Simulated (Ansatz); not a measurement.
A self-consistent single point of CdTe (P6_3mc, 4 atoms in the cell) with Ansatz (an electronic-structure program)

Method: LDA (PW92), default PAW files made with PBE (plane waves; Ansatz).

Input:

Ansatz 0.2 input:
```yaml
# CdTe
crystal:
  lattice:
    - [4.633270, 0.000000, 0.000000]
    - [-2.316635, 4.012530, 0.000000]
    - [0.000000, 0.000000, 7.602430]
  atoms:
    - { symbol: Cd, position: [0.333333, 0.666667, 0.000360] }
    - { symbol: Cd, position: [0.666667, 0.333333, 0.500360] }
    - { symbol: Te, position: [0.333333, 0.666667, 0.374640] }
    - { symbol: Te, position: [0.666667, 0.333333, 0.874640] }
basis:
  ecutwfc: 30.9 Ry
kpoints:
  mp_grid: { grid: [6, 6, 3] }
hamiltonian:
  xc: lda
  pseudopotentials: { kind: paw }
scf:
  occupations: { method: fixed }
output:
  forces: true
  eigenvalues: true
  stress: true
```

Output, abridged:

```
WARN the atoms were moved onto the symmetric positions of the space group found under crystal.symmetry.tolerance 1.0e-5 (fractional …
WARN ansatz: RAYON_NUM_THREADS=1 ignored (pool sized by the plan → 1); use --threads N
Pseudopotentials: kind: paw
Pseudopotential: Cd, paw, valence charge 20
Pseudopotential: Te, paw, valence charge 16
Crystal: 4 atoms, lattice volume = 141.338 Å³
Basis set: ecut = 420.4159175005146 eV, 2779 PW (Γ)
Bands: 44, of which v1, the nominal top of the filled ones, is band 36 counted from 1 (35 counted from 0)
Symmetry: 12 space group operations
Space group: P63mc (ITA 186), of the structure as read, at distance tolerance 5.2e-5 Å
k-points: 14 of 108 (time reversal used)
PAW frozen core: Cd, regenerated for the run's functional, and the local potential with it
PAW frozen core: Te, regenerated for the run's functional, and the local potential with it
Initial density: superposition of atomic densities (neutral atoms: chi_scale 0, normalization atom), corrected by the library's trained network
Initial wavefunctions: pseudopotential atomic-orbital guess
Eigensolver: davidson
Functional: x = slater, c = lda
SCF iter   1: F=—  HF=-29891.523261 eV  |F-HF|=—  |Δ(HF+E_count)|=         —  Δρ=6.34e-3  dr2=4.33e-2  ethr=1.77e-3  ⟨swp⟩=5.0  Hψ=1948  notcnv=0  defer=83
all-band conjugate gradients solve this SCF's bands
preconditioner: auto → Resta (q_TF=auto, 2.438 Å⁻¹)
SCF iter   2: F=—  HF=-29891.509719 eV  |F-HF|=—  |Δ(HF+E_count)|=   1.35e-2  Δρ=2.53e-3  dr2=7.81e-3  ethr=6.01e-5  ⟨swp⟩=2.0  Hψ=999  notcnv=0  defer=83
SCF iter   3: F=—  HF=-29891.508222 eV  |F-HF|=—  |Δ(HF+E_count)|=   1.50e-3  Δρ=7.78e-4  dr2=7.40e-4  ethr=1.08e-5  ⟨swp⟩=2.4  Hψ=768  notcnv=0  defer=83
SCF iter   4: F=—  HF=-29891.508234 eV  |F-HF|=—  |Δ(HF+E_count)|=   1.18e-5  Δρ=1.98e-4  dr2=6.88e-5  ethr=1.03e-6  ⟨swp⟩=2.4  Hψ=833  notcnv=0  defer=83
SCF iter   5: F=—  HF=-29891.508297 eV  |F-HF|=—  |Δ(HF+E_count)|=   6.29e-5  Δρ=5.61e-5  dr2=7.48e-6  ethr=9.55e-8  ⟨swp⟩=2.0  Hψ=770  notcnv=0  defer=58
SCF iter   6: F=—  HF=-29891.508302 eV  |F-HF|=—  |Δ(HF+E_count)|=   4.67e-6  Δρ=1.23e-5  dr2=3.89e-7  ethr=1.04e-8  ⟨swp⟩=2.0  Hψ=724  notcnv=0  defer=60
SCF iter   7: F=-29891.508302 eV  HF=-29891.508302 eV  |F-HF|=5.82e-10  |Δ(HF+E_count)|=   2.24e-7  Δρ=3.30e-6  dr2=1.65e-8  ethr=1.39e-10  ⟨swp⟩=12.6  Hψ=3369  notcnv=0
SCF 1 converged in 7 iterations: F = -29891.508302 eV  dr2 = 1.65e-8
SCF converged after 7 iterations
Free energy (F): -29891.508302 eV
Harris-Foulkes:  -29891.508302 eV  (|F-HF|=5.82e-10)
Internal energy: -29891.508302 eV  (E = F + TS)
E sigma→0 (E₀):  -29891.508302 eV
Fermi energy:    6.640804 eV
--- Per-component energies (eV) ---
  E_band       = -1630.256598
  E_kinetic    = 1372.231820
  E_local      = -11048.178593  (includes V_loc(G=0)·N_el)
  E_nonlocal   = -527.689185
  E_hartree    = 5536.796037
  E_xc         = -597.188996
  E_vxc        = -650.562301  (∫ρ·V_xc dr)
  E_paw        = -16915.788487  (= ΣΔE_a)
  E_vpaw       = -1849.647612  (= ΣTr[D̂ρ^β])
  E_aug_tail   = -0.000371  (compensation charges beyond the density's cutoff)
  E_ewald      = -7714.580986
  E_core_change = 2.890460  (= ΣΔE_core)
  E_smearing   = -0.000000  (= −TS)
  E_closure    = -0.000000  (closes the sum)
  Σ components = -29891.508302   (vs F -29891.508302, Δ=0.00e0)
--- Forces (eV/Å), atoms counted from 1 ---
  atom   1  Cd     0.00000000    -0.00000000    -0.00745344
  atom   2  Cd    -0.00000000     0.00000000    -0.00745344
  atom   3  Te     0.00000000    -0.00000000     0.00744878
  atom   4  Te    -0.00000000     0.00000000     0.00744878
  max |Σ_I F_I| component: 9.31e-6 eV/Å
--- Stress (GPa, compression-positive) ---
       -2.733100       0.000000       0.000000
        0.000000      -2.733100       0.000000
        0.000000       0.000000      -2.762887
  P = ⅓ Tr σ = -2.7430 GPa (-27.430 kbar)
  The stress holds the Pulay correction. Without it, at fixed plane waves, as pw.x and ABINIT print it: P = -2.7686 GPa
--- Band table (eV; the first three rows and the last of 14) ---
  k-point 0: bands = ["-95.1879", "-95.1879", "-56.3283", "-56.3283", "-56.3283", "-56.3283", "-56.3282", "-56.3281", "-29.2701", "-29.2701", "-29.2681", "-29.2681", "-29.2680", "-29.2680", "-29.2612", "-29.2612", "-29.2609", "-29.2609", "-4.4475", [...]
  k-point 1: bands = ["-95.1879", "-95.1879", "-56.3283", "-56.3283", "-56.3283", "-56.3283", "-56.3282", "-56.3281", "-29.2701", "-29.2701", "-29.2681", "-29.2681", "-29.2681", "-29.2681", "-29.2611", "-29.2611", "-29.2610", "-29.2610", "-4.3523", [...]
  k-point 2: bands = ["-95.1879", "-95.1879", "-56.3283", "-56.3283", "-56.3283", "-56.3283", "-56.3282", "-56.3281", "-29.2701", "-29.2700", "-29.2682", "-29.2681", "-29.2681", "-29.2680", "-29.2612", "-29.2611", "-29.2610", "-29.2609", "-4.3636", [...]
  k-point 13: bands = ["-95.1879", "-95.1879", "-56.3283", "-56.3283", "-56.3283", "-56.3283", "-56.3281", "-56.3281", "-29.2698", "-29.2698", "-29.2681", "-29.2681", "-29.2681", "-29.2680", "-29.2610", "-29.2609", "-29.2609", "-29.2609", "-3.9846", [...]
```

The run converged in 7 iterations.

The starting cell comes from a database of computed structures (which also holds hypothetical and non-ambient phases and stackings), without a prior relaxation at this level. Spin-orbit coupling is off. Ansatz's pressure includes its estimate of the finite-basis (Pulay) stress.
